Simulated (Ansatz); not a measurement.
Base system: WC (space group P-6m2, No. 187; a = 2.899 Å, c = 2.827 Å; relaxed with 0.1 eV smearing). Axes: x lies along a and z along c of the hexagonal cell.

Structures relaxed with Ansatz (a program for electronic structure) PBEsol, no spin-orbit coupling.

Base:

Simulated powder pattern, Cu Kα, λ = 1.54184 Å (kinematic, ideal powder, no thermal factors, no anomalous dispersion; the 8 strongest lines at most, above 2 %, up to 2θ = 90°):

```tsv
2θ (°)	I/Imax (%)	hkl
31.65	43	(001)
35.76	100	(100)
48.49	96	(101)
64.26	22	(110)
73.41	25	(111)
75.77	12	(200)
77.50	23	(102)
84.43	20	(201)
```

After one change:

Simulated powder pattern, Cu Kα, λ = 1.54184 Å (kinematic, ideal powder, no thermal factors, no anomalous dispersion; the 8 strongest lines at most, above 2 %, up to 2θ = 90°):

```tsv
2θ (°)	I/Imax (%)
31.65	61
35.09	100
35.76	48
47.97	95
48.49	46
63.82	21
73.00	25
77.10	22
```

Question: Name the change that was made.
A) uniaxial strain ε_xx = +2.00 %
B) uniaxial strain ε_xx = +2.50 %
C) uniaxial strain ε_xx = +1.50 %
D) uniaxial strain ε_xx = +3.00 %

Answer: B, uniaxial strain ε_xx = +2.50 %. Its volume per atom is 10.55 Å³ against 10.29 Å³, and its space group is Amm2 (No. 38).

No phonon test of stability was made. All final runs are without spin polarisation.
